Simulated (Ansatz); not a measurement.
The parent structure is TiSi$_{2}$ (space group Fddd, No. 70; a = 4.8062 Å, b = 8.2647 Å, c = 8.5654 Å).

All numbers come from PBE in Ansatz (plane waves to 420 eV, PAW, no spin-orbit coupling).

For the base:

```
Property                            Value
-----------------------------  ----------
Shortest interatomic distance     2.535 Å
Density                        4.06 g/cm³
```

The change: cell and atoms relaxed at a pressure of 75 GPa.

Q: What does the calculation give for the shortest interatomic distance after the change?

A: The shortest interatomic distance shrinks by 0.204 Å to 2.331 Å.

Q: What happens to the density?

A: The density increases by 1.365 g/cm³ to 5.43 g/cm³.

Load acts through the strain it causes; cell and atoms are relaxed under it. Stability against distortions was not tested. No other phases were tried under pressure. All final runs are without spin polarisation.

Ansatz is a program for electronic structure.
